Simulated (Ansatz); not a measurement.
The structure below was relaxed with PBE (Ansatz, a quantum-chemistry and plane-wave program, PAW, no spin-orbit coupling), at pressure 1.5 GPa.

Space group I4₁32 (No. 214); a = b = c = 6.886 Å, α = β = γ = 90.00°

```
atom  site  symmetry       x       y       z
----  ----  --------  ------  ------  ------
As      8a       .32  0.1250  0.1250  0.1250
```

Question: Write out a cell with all atoms.

Answer: 
```
As
1.0
    6.88569     0.00000     0.00000
    0.00000     6.88569     0.00000
    0.00000     0.00000     6.88569
As
8
Direct
  0.37500   0.12500   0.87500
  0.12500   0.87500   0.37500
  0.87500   0.37500   0.12500
  0.12500   0.12500   0.12500
  0.87500   0.62500   0.37500
  0.62500   0.37500   0.87500
  0.37500   0.87500   0.62500
  0.62500   0.62500   0.62500
```
This is the conventional cell.

Load acts through the strain it causes; cell and atoms are relaxed under it. No phonon test of stability was made. The cell was made from As (space group I4_132, No. 214; a hypothetical phase, not in the database extracts checked) by this change: pressure 1.5 GPa.
